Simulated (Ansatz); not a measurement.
## What pressure −1 GPa does to Na

The reference is Na in the bcc (W type) structure (space group Im-3m, No. 229; a = 4.170 Å).

Perturbation: hydrostatic tension (pressure −1 GPa).

Calculations: DFT with PBEsol, PAW potentials and a 420 eV plane-wave cutoff in Ansatz (a first-principles code), no spin-orbit coupling. Γ-centred 16×16×16 mesh, Fermi–Dirac width 0.05 eV.

```csv
quantity,base,changed,shift
volume per atom,36.24 Å³,43.15 Å³,+6.91 Å³
density,1.05 g/cm³,0.88 g/cm³,-0.17 g/cm³
lattice parameter a,4.170 Å,4.419 Å,+0.2496 Å
shortest interatomic distance,3.611 Å,3.827 Å,+0.216 Å
enthalpy H = E + PV relative to the base's energy,–,-0.24 eV/atom,–
band gap,zero,zero,–
```

Load acts through the strain it causes; cell and atoms are relaxed under it. Whether these cells are dynamically stable was not tested.
